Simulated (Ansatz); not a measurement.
System: cubic perovskite CsCdF3. Method: B3LYP (VWN-RPA form) (plane waves, PAW; Ansatz, a program for electronic structure).

Input:

Ansatz 0.2 input:
```yaml
crystal:
  lattice:
    - [4.4712877245, 0.0, 0.0]
    - [0.0, 4.4712877245, 0.0]
    - [0.0, 0.0, 4.4712877245]
  atoms:
    - { symbol: Cs, position: [0.0, 0.0, 0.0] }
    - { symbol: Cd, position: [0.5, 0.5, 0.5] }
    - { symbol: F, position: [0.5, 0.0, 0.5] }
    - { symbol: F, position: [0.0, 0.5, 0.5] }
    - { symbol: F, position: [0.5, 0.5, 0.0] }
basis:
  ecutwfc: 460
  ecutrho_ratio: 4
  xc_grid: 2
kpoints:
  mp_grid: { grid: [6, 6, 6] }
hamiltonian:
  xc: b3lyp
  dispersion: none
  pseudopotentials: { kind: paw }
scf:
  occupations: { method: fermi_dirac, width: 0.01 }
  convergence: { dr2_threshold: 0.0000000005 }
output:
  forces: true
  stress: true
  eigenvalues: true
```

Output (set-up and result lines):

```
WARN output.stress: scf.exx.energy_threshold = 1e-6 eV is looser than the 5e-8 eV advised for a stress under a hybrid functional (1e-8 eV for each atom of the …
Crystal: 5 atoms, lattice volume = 89.392 Å³
Basis set: ecut = 460 eV, 2007 PW (Γ), exchange–correlation on 64×64×64 points (8 copies of the dense FFT grid, shifted against one another)
Bands: 30, of which v1, the nominal top of the filled ones, is band 25 counted from 1 (24 counted from 0)
Symmetry: 48 space group operations
Space group: Pm-3m (ITA 221), of the structure as read, at distance tolerance 4.5e-5 Å
k-points: 20 of 216
Functional: x = 0.1 slater + 0.9 b88, c = 0.19 vwn_rpa + 0.81 lyp, warm-up for x = 0.08 slater + 0.72 b88 + 0.2 exact, c = 0.19 vwn_rpa + 0.81 lyp
SCF iter   1: F=—  HF=-16385.131831 eV  |F-HF|=—  |Δ(HF+E_count)|=         —  Δρ=1.00e-2  dr2=4.22e-2
SCF iter   2: F=—  HF=-16385.123873 eV  |F-HF|=—  |Δ(HF+E_count)|=   7.96e-3  Δρ=5.04e-3  dr2=1.70e-2
  ...
Crystal: 5 atoms, lattice volume = 89.392 Å³
Initial density: handed on by an earlier stage of this run
Functional: x = 0.08 slater + 0.72 b88 + 0.2 exact, c = 0.19 vwn_rpa + 0.81 lyp
Crystal: 5 atoms, lattice volume = 89.392 Å³
SCF iter   4: F=—  HF=-16392.105743 eV  |F-HF|=—  |Δ(HF+E_count)|=   1.13e-8  Δρ=1.76e-6  dr2=2.03e-9
SCF iter   5: F=-16392.105743 eV  HF=-16392.105743 eV  |F-HF|=2.44e-10  |Δ(HF+E_count)|=  5.64e-10  Δρ=6.12e-7  dr2=2.55e-10
SCF 3 converged in 5 iterations: F = -16392.105743 eV  dr2 = 2.55e-10
Free energy (F): -16392.105743 eV
Internal energy: -16392.105743 eV  (E = F + TS)
E sigma→0 (E₀):  -16392.105743 eV
Fermi energy:    6.380963 eV
--- Stress (GPa, compression-positive) ---
        3.217304       0.000000       0.000000
        0.000000       3.217304       0.000000
        0.000000       0.000000       3.217304
  P = ⅓ Tr σ = 3.2173 GPa (32.173 kbar)
```

The cell is one volume of an energy–volume scan, off the minimum.

The PAW data were made under PBE.

The result took about 3 core-minutes (a rough figure).
